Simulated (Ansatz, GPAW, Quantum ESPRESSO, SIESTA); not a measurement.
## One structure in several programs: SrMg6Ni (Amm2, 8 atoms in the cell)

Self-consistent single point, at a second geometry (lattice scaled by 0.98). First geometry:

```
CELL_PARAMETERS angstrom
      4.48525     0.00000     0.00000
      0.00000     3.12818     7.11880
      0.00000    -3.12818     7.11880
ATOMIC_POSITIONS crystal
  Sr 0.50000 0.71824 0.71824
  Mg 0.00000 0.79770 0.30494
  Mg 0.00000 0.30494 0.79770
  Mg 0.00000 0.30519 0.30519
  Mg 0.50000 0.67935 0.16521
  Mg 0.50000 0.16521 0.67935
  Mg 0.50000 0.13356 0.13356
  Ni 0.00000 0.89580 0.89580
```

Shared settings, as Ansatz (a program for electronic structure) writes them: kpoints.mp_grid.grid = 4 3 3; scf.occupations.method = fermi_dirac; scf.occupations.width = 0.0073 Ry. Potentials and cutoffs stand in the table.

| code | model | ΔF from the first geometry (meV/atom) | pressure (GPa) | largest force (eV/Å) | cutoff |
|---|---|---|---|---|---|
| GPAW | LDA (Perdew-Wang 92), GPAW PAW datasets LDA (gpaw-data 1.0.1) | -16.2 | -0.74 | 0.145 | 800 eV |
| SIESTA | LDA PW92, numerical atomic orbitals DZP, PseudoDojo LDA standard norm-conserving potentials (rewritten from UPF to PSML) | 5.1 | 2.07 | 0.552 | grid 400 Ry |
| Quantum ESPRESSO | LDA (PW92), PseudoDojo standard norm-conserving (LDA) pseudopotentials | -15.7 | -0.70 | 0.143 | 100 Ry |
| Ansatz | LDA (PW92), PAW files made with PBE | -16.3 | -0.77 | 0.145 | 30.9 Ry |

Size of the force on each atom (eV/Å): Sizes of forces hide their directions.

```
code                Sr1    Mg2    Mg3    Mg4    Mg5    Mg6    Mg7    Ni8
----------------  -----  -----  -----  -----  -----  -----  -----  -----
GPAW              0.145  0.059  0.059  0.018  0.122  0.122  0.128  0.068
SIESTA            0.376  0.280  0.280  0.021  0.552  0.552  0.157  0.330
Quantum ESPRESSO  0.143  0.045  0.045  0.012  0.124  0.124  0.136  0.043
Ansatz            0.145  0.050  0.050  0.014  0.122  0.122  0.132  0.048
```

On Ansatz's run: spin polarisation is off.

The spread over the programs that give each value: ΔF from the first geometry within 21.4 meV/atom; pressure within 2.84 GPa; largest force within 0.409 eV/Å.

SIESTA uses small atom-centred bases, whose incompleteness enters pressures, forces and empty levels differently from a plane-wave cutoff. Ansatz's pressure is given at a fixed set of plane waves, as the other plane-wave codes print theirs. In the pressure, SIESTA (by 2.81) lies more than 1 GPa from the median of the plane-wave programs. In the force vectors, SIESTA (by 0.614) lies more than 0.08 eV/Å from the median of the plane-wave programs.

The shared mesh is coarse (it stands for a supercell whose shortest vector is 18 Å), so the values are not converged in it.

The starting cell comes from a database of computed structures (which also holds hypothetical and non-ambient phases and stackings), without a prior relaxation at this level. For this run, on top of that: lattice scaled by 0.98.

Left out of this page: CP2K (unsound by tests on forces, stress, charge or solver warnings).

Keys are those of Ansatz 0.2.
